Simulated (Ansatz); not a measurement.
System: MgS (model structure, started from the HgTe type, Fm-3m, No. 225, 6 atoms in the cell). Method: PBEsol in Ansatz (plane waves, PAW).

Run with plane-wave cutoff 520 eV, 12×12×4 k mesh (along the axes of the cell as run), Fermi–Dirac smearing 0.01 eV, scalar-relativistic PAW data made under PBE.

Cell (relaxed at this level):

```cif
data_Mg4S4
_chemical_formula_sum 'Mg4 S4'
_space_group_name_H-M_alt 'Fm-3m'
_space_group_IT_number 225
_space_group_name_Hall '-F 4 2 3'
_cell_length_a 5.18199
_cell_length_b 5.18199
_cell_length_c 5.18199
_cell_angle_alpha 90.000
_cell_angle_beta 90.000
_cell_angle_gamma 90.000
loop_
_atom_site_label
_atom_site_type_symbol
_atom_site_symmetry_multiplicity
_atom_site_Wyckoff_symbol
_atom_site_fract_x
_atom_site_fract_y
_atom_site_fract_z
_atom_site_occupancy
Mg1 Mg 4 b 0.50000 0.50000 0.50000 1
S1 S 4 a 0.00000 0.00000 0.00000 1
```
(The calculation used a cell of 6 atoms; values per cell refer to that cell.)

**Question.** What does this level give for the band gap, direct gap at Γ and bulk modulus B0?

**Answer.** 
* **band gap**: 2.73 eV (on the SCF k mesh)
* **direct gap at Γ**: 3.69 eV
* **bulk modulus B0**: 78.2 GPa

Note: the bulk modulus is −V dP/dV from two relaxed cells at ±2 % in volume.

The computed numbers hold no vibrational or temperature effects.

Cost on a shared machine: about 4 core-minutes (a rough figure).

A model structure was made by putting elements into a prototype or built by hand; here it ended with the formula and space group of a phase in our tables.

Ansatz is a quantum-chemistry and plane-wave program.
